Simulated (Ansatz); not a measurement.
The reference is WS$_{2}$ (space group P6_3/mmc, No. 194; a = 3.154 Å, c = 12.141 Å; layered, stacked along the Cartesian z axis). Axes: x lies along a and z along c of the hexagonal cell.

Computed with PBE-D3(BJ) in Ansatz (plane waves to 420 eV, PAW, without spin-orbit coupling).

Strains are applied to the cell and any free atomic positions relax.

One change was made to it. Results:

```tsv
quantity	base	after
band gap	0.88 eV	0.75 eV
width of the top valence band	1.88 eV	1.97 eV
```

### Question
Which of these changes matches the shifts?
A. uniaxial strain ε_zz = −0.60 %
B. uniaxial strain ε_zz = −2.40 %
C. uniaxial strain ε_zz = −1.20 %

### Answer
B, uniaxial strain ε_zz = −2.40 %. For comparison, the band gap in the other runs: uniaxial strain ε_zz = −0.60 % gives 0.85 eV; uniaxial strain ε_zz = −1.20 % gives 0.82 eV.

With W present, leaving out spin-orbit coupling can change the band edges. Stability against distortions was not tested.

Ansatz is an electronic-structure program.
